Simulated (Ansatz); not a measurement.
The parent structure is GaN in the zinc blende structure (space group F-43m, No. 216; a = 4.498 Å).

Computed with r2SCAN (Ansatz, a quantum-chemistry and plane-wave program), spin-orbit coupling left out.

For the base:

The band gap comes out as 2.17 eV and the width of the top valence band comes out as 3.72 eV.

Perturbation: every lattice vector is stretched by 1.00 %, atoms relaxed at fixed cell.

**Question.** What happens to the band gap?

**Answer.** The band gap shrinks by 0.20 eV (2.17 eV → 1.97 eV).

**Question.** What happens to the energy relative to the base?

**Answer.** The energy goes up by 6.1 meV/atom.

**Question.** How does this affect the width of the top valence band?

**Answer.** The width of the top valence band shrinks by 0.146 eV (3.72 eV → 3.58 eV).

The cells carry an imposed strain or load. Whether these cells are dynamically stable was not tested. This is not the structure that GaN has at room temperature and ambient pressure.
